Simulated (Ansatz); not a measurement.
# Pd3SnC (model structure, started from the Ni3MgC type, Pm-3m, No. 221, 5 atoms in the cell)

Level of theory: LDA (plane waves, PAW; Ansatz, a first-principles code).

Numerical settings: plane-wave cutoff 520 eV, 14×14×14 k mesh, Fermi–Dirac smearing 0.05 eV, scalar-relativistic PAW data made under PBE.

Cell (relaxed at this level):

Space group Pm-3m (No. 221); a = b = c = 4.140 Å, α = β = γ = 90.00°

```tsv
atom	site	symmetry	x	y	z
Sn	1a	m-3m	0.0000	0.0000	0.0000
Pd	3c	4/mm.m	0.0000	0.5000	0.5000
C	1b	m-3m	0.5000	0.5000	0.5000
```

For Pd3SnC (model structure, started from the Ni3MgC type, Pm-3m, No. 221, 5 atoms in the cell), the band gap comes out as zero (no gap) and the bulk modulus B0 is 194 GPa.

Note: the bulk modulus is −V dP/dV from two relaxed cells at ±2 % in volume; the relaxation could raise the start's symmetry but not lower it, so the cell can be a saddle point.

Spin–orbit coupling is not included; it can open a gap where bands touch, and shift volumes and moduli.

The computed numbers hold no vibrational or temperature effects.

A model structure was made by putting elements into a prototype or built by hand; it is no filed structure, need not be a known phase, and can be a saddle point held by its symmetry.
